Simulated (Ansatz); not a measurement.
**Hf, response to strain**

The parent structure is Hf in the hcp (Mg type) structure (space group P6_3/mmc, No. 194; a = 3.198 Å, c = 5.049 Å; relaxed with 0.1 eV smearing). Axes: x lies along a and z along c of the hexagonal cell.

Strains are applied to the cell and any free atomic positions relax; under biaxial strain the out-of-plane vector relaxes too.

The values are results of Ansatz (a program for electronic structure) r2SCAN, no SOC, earlier PAW set, not measurements.

Notes on the quantities. pressure: mean of the normal stresses, compression positive.

```json
[
 {"variant": "base", "pressure": "0.0 GPa", "volume per atom": "22.36 Å³"},
 {"variant": "biaxial strain −4.54 %, plane normal [001], relaxed out of plane", "pressure": "7.5 GPa", "volume per atom": "21.03 Å³"},
 {"variant": "biaxial strain −3.36 %, plane normal [001], relaxed out of plane", "pressure": "5.4 GPa", "volume per atom": "21.36 Å³"},
 {"variant": "biaxial strain −0.65 %, plane normal [001], relaxed out of plane", "pressure": "1.0 GPa", "volume per atom": "22.16 Å³"},
 {"variant": "biaxial strain −0.48 %, plane normal [001], relaxed out of plane", "pressure": "0.7 GPa", "volume per atom": "22.22 Å³"},
 {"variant": "biaxial strain +0.70 %, plane normal [001], relaxed out of plane", "pressure": "-1.0 GPa", "volume per atom": "22.58 Å³"},
 {"variant": "biaxial strain +3.34 %, plane normal [001], relaxed out of plane", "pressure": "-4.4 GPa", "volume per atom": "23.38 Å³"},
 {"variant": "isotropic strain −0.90 %", "pressure": "3.1 GPa", "volume per atom": "21.76 Å³"},
 {"variant": "isotropic strain +2.29 %", "pressure": "-6.7 GPa", "volume per atom": "23.93 Å³"},
 {"variant": "uniaxial strain ε_zz = +2.00 %", "pressure": "-2.1 GPa", "volume per atom": "22.81 Å³"}
]
```

No phonon test of stability was made. The final runs are not spin-polarised.
